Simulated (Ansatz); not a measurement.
Where the default PAW files enter, the runs use the earlier of Ansatz's two default sets.

Here is the system:

```
MgO
1.0
    2.96561     0.00000     0.00000
   -1.48280     2.56829     0.00000
    1.48280     0.85610     2.42141
Mg O
1 1
Direct
  0.00000   0.00000   0.00000
  0.00000   0.50000   0.50000
```

Space group of this cell: Fm-3m, rock salt. The cell is taken as given; by r2SCAN its mean pressure is 1.7 GPa.

The numbers are results of r2SCAN (plane waves, PAW; Ansatz, a first-principles code), not measurements.

The current runs along the normal of the first two printed vectors; no spin-orbit coupling. Scaled by the factor s: the length along the current (ions clamped). Meshes 14×14×14 and 12×12 across the current in all rows.

```tsv
s	mean pressure (GPa)	band gap (eV)
0.97	7.3	?
1.00	1.7	5.78
1.03	-3.2	5.38
```

Q: Take the slope of the band gap against ln s from the two given rows, extrapolate to s = 0.97, and say what the run there gives.

A: Slope = (5.38 − 5.78) / ln 1.03 = -13.5 eV. The line gives 5.78 + (-13.5) × ln 0.97 = 6.19 eV. The run gives 5.93 eV, 0.26 eV under the line, 64 % of the predicted step.
